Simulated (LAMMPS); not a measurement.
MD of Au (fcc) at zero pressure, 2048 atoms, as a crystal; each row is its own run.

Model: classical MD, pair style meam, file library.meam (library.meam-Au) (LAMMPS).

```
T (K)  enthalpy (eV/atom)
-----  ------------------
200               -3.8802
300               -3.8586
600               -3.7948
1000              -3.6996
1200              -3.6388
```

Q: Fit a straight line, y = a + b x, to these rows (x is the first column, y the second) and predict the run at x = 800.

A: Least squares gives a = -3.9314 and b = 0.0002378. At x = 800 the fit predicts -3.7411 eV/atom. The run itself gave -3.7497 ± 0.0001 eV/atom, so the fit is 8.6 meV/atom high.

Caution: the potential MEAM library.meam-Au is a first-neighbour MEAM set with a 4 Å cutoff, used here without a parameter file and away from the static properties it was fitted to.

Caution (row 1200): this crystal lies over the melting point of about 1130 K that MEAM library.meam-Au gives, so it is superheated.
